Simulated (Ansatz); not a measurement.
Start from Ga2O3 (space group R-3m, No. 166; a = 2.9881 Å, c = 22.8522 Å (hexagonal axes); a hypothetical phase, not in the database extracts checked). Axes: x lies along a and z along c of the hexagonal cell.

Now apply this change: biaxial strain −2.22 %, plane normal [001], relaxed out of plane (Cartesian); in-plane vectors clamped, the third vector and the atoms free.

Levels (all Ansatz, a program for electronic structure, PAW): PBEsol (420 eV, no spin-orbit coupling); r2SCAN (500 eV, no SOC); HSE06 (420 eV, no SOC).

At the geometry relaxed with PBEsol, these levels gave the following band gaps, in shuffled order: (a) 3.28 eV, (b) 5.01 eV, (c) 3.96 eV.

Question: Match each gap to its level.

Answer: (a) PBEsol; (b) HSE06; (c) r2SCAN.

Single points use the geometry relaxed with PBEsol. The hybrid gap comes from the SCF mesh plus the semilocal run's edge points and a few special points and is an upper bound. Stability against distortions was not tested.
